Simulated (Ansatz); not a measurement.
**Response to strain in TiO2**

Base system: TiO2 in the anatase structure (space group I4_1/amd, No. 141; a = 3.7698 Å, c = 9.5517 Å). Axes: x, y, z lie along a, b, c of the conventional cell.

Strains are applied to the cell and any free atomic positions relax.

All numbers come from PBEsol, PAW, 420 eV (Ansatz, an electronic-structure program; no spin-orbit coupling).

Notes on the quantities. energy relative to the base: free energy F.

```tsv
uniaxial strain ε_zz (%)	energy relative to the base (meV/atom)
-3	6.3
-2.4	4.0
-1.8	?
-1.2	1.0
-0.6	0.2
0	0.0
```

### Question
Fit ΔE = Aε² + Bε³ (ε in %) to the rows shown and predict the withheld row.

### Answer
Least squares on the printed values gives A = 0.673 and B = -0.0091 meV/atom (largest residual 0.0 meV/atom); this predicts 2.2 meV/atom, and the run gives 2.3 meV/atom, in agreement.

Stability against distortions was not tested. The final runs are not spin-polarised.
